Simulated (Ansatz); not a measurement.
Start from WSe₂ in the 2H-MoS2 type structure (space group P6_3/mmc, No. 194; a = 3.300 Å, c = 13.151 Å; layered, stacked along the Cartesian z axis). Axes: x lies along a and z along c of the hexagonal cell.

It is then changed as follows: uniaxial strain ε_yy = −3.33 %, all other strain components held at zero; the atoms relax in the strained cell.

Levels (all Ansatz, a program for electronic structure, PAW): r2SCAN+rVV10 (500 eV, spin-orbit coupling left out); HSE06 (420 eV, scalar-relativistic without spin-orbit coupling).

The geometry is relaxed with r2SCAN+rVV10.

| Quantity | Value |
|---|---|
| r2SCAN+rVV10 lowest conduction level above the VBM at special points | Σ₀ 1.75 eV; C₀ 1.75 eV; E₀ 1.75 eV; Γ 2.92 eV |

Q: How does going to HSE06 change the lowest conduction level above the VBM at special points?

A: The lowest conduction level above the VBM at special points goes from Σ₀ 1.75 eV; C₀ 1.75 eV; E₀ 1.75 eV; Γ 2.92 eV to Σ₀ 2.14 eV; C₀ 2.14 eV; E₀ 2.14 eV; Γ 3.45 eV.

Single points use the geometry relaxed with r2SCAN+rVV10. HSE06 was sampled on its mesh, a few special points and the semilocal edge points, so its gap is an upper bound. The levels and masses belong to the bands next to the band gap. Whether these cells are dynamically stable was not tested. k-point labels follow each cell's own Brillouin zone.
